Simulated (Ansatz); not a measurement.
Functionals compared on the (21-30) surface of hcp Ti in its 1x1 cell, outermost plane spacing 0.32 Å in the ideal cut, in Ansatz (plane waves, PAW). The structure was relaxed with PBE; the other rows are single points on it, each with its references at the same level. Cutoff 420 eV (500 eV for r2SCAN).

Slab: 22 atoms, 9.9 Å thick at the start (thin: gaps and levels are the slab's own); k 8x5x1, smearing 0.1 eV, dipole-corrected; all atoms relaxed; held to the start's symmetry, so lower structures may exist; no spin, no spin-orbit, no U. These notes are the PBE run's.

```csv
functional,surface energy (J/m²),work function of the top face (eV),rough cost of the single point
PBE,2.00,3.47,–
LDA,2.28,3.70,around 5 core-minutes (rough)
PBEsol,2.20,3.52,around 5 core-minutes (rough)
RPBE,1.85,3.34,roughly 6 core-minutes
r2SCAN,2.17,3.48,around 10 core-minutes (rough)
```

Ansatz is a quantum-chemistry and plane-wave program.
